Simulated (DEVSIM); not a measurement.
Device: Schottky contact on n-type GaP, at 300 K.

Layer 1 from the left is GaP, thickness (μm) 1.10, Nd (cm⁻³) 1.6e17, τn (s) 1.5e-7, τp (s) 1.5e-7.

Left contact: Schottky, work function 4.92 eV, emission velocity 4.4e6 cm/s. Right contact: ohmic. Voltage is applied to the left contact. Recombination: SRH at mid-gap, radiative. Mobility is constant in doping.

Constants are typed, rounded textbook-type inputs, not results; the design itself was drawn at random and stands for no fabricated device. Values at 300 K.

GaP: gap (eV) 2.26, affinity (eV) 3.8, permittivity 11.1, Nc (cm⁻³) 1.8e19, Nv (cm⁻³) 1.9e19, μn (cm²/Vs) 250, μp (cm²/Vs) 150, B (cm³/s) 1e-13.

Q: Estimate by hand the built-in potential, the peak field at zero bias, the capacitance at -3 V, and compare with a numerical solution.

A: 
- Built-in potential: barrier φB = 1.120 eV; Vbi = φB − kT/q ln(N_band/N) = 0.998 V; numerical 0.998 V.
- Peak field at zero bias: depletion approximation: W = √(2εVbi/(qN)) = 0.0875 μm with N = 1.60e17 cm⁻³; field = 2Vbi/W = 228000 V/cm; numerical 224000 V/cm (estimate above by 1.9 %).
- Capacitance at -3 V: C = √(qεN / 2(Vbi + |V|)) = 56.1 nF/cm²; numerical 56.3 nF/cm².

DEVSIM, 1D drift-diffusion, Boltzmann statistics, complete ionisation; no tunnelling, impact ionisation, image-force lowering or self-heating. Metal contacts follow the ideal Schottky-Mott rule: no Fermi-level pinning, no interface dipoles.
